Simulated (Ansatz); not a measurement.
The reference is GaSb in the zinc blende structure (space group F-43m, No. 216; a = 6.214 Å).

(Cell as relaxed with PBE.)

Levels (all Ansatz, a first-principles code, PAW): PBE (420 eV, no SOC); r2SCAN (500 eV, spin-orbit coupling left out).

Each level relaxes its own structure.

| base | PBE | r2SCAN |
|---|---|---|
| volume per atom | 29.99 Å³ | 28.83 Å³ |
| lattice parameter a | 6.214 Å | 6.132 Å |
| band gap | zero | 0.41 eV |

One thing is altered: an isotropic linear strain of +0.79 %, atoms relaxed at fixed cell.

| quantity | PBE | r2SCAN |
|---|---|---|
| pressure | -1.0 GPa | -1.2 GPa |
| energy relative to the base (free energy F) | +2.3 meV/atom | +2.6 meV/atom |
| band gap | zero | 0.24 eV |

PBE's pressure lies 0.2 GPa above r2SCAN's; PBE's energy relative to the base lies 0.3 meV/atom below r2SCAN's; they disagree on the band gap. Neither level is exact; r2SCAN is the comparison here, not a measurement.

Spin-orbit coupling, missing from the scalar runs, can matter with Sb. Whether these cells are dynamically stable was not tested. All final runs are without spin polarisation. The zero or small gap of GaSb and GaSb under isotropic strain +0.79 % can change with the level of theory.
